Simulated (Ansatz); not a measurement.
Where the default PAW files enter, the runs use the earlier of Ansatz's two default sets.

By PBEsol, the system below comes out a metal.

Input:

```xyz
2
Lattice="3.1986 0.0000 0.0000 0.0000 5.8803 0.0000 1.5993 -2.9401 2.9401" Properties=species:S:1:pos:R:3 pbc="T T T"
Sn     3.9983     0.0000     2.9401
Sn     0.0000     0.0000     0.0000
```

Space group of this cell: I4_1/amd. The cell is taken as given; by PBEsol its mean pressure is -1.5 GPa.

The current flows along the normal of the first two printed cell vectors, the (100) plane of the conventional cell. No spin-orbit coupling; the value is a mean over 0.1 eV about the Fermi level.

Q: State the ballistic conductance per area according to Ansatz (a quantum-chemistry and plane-wave program) with PBEsol.

A: 0.84 × 10¹⁵ S/m² for both spins.
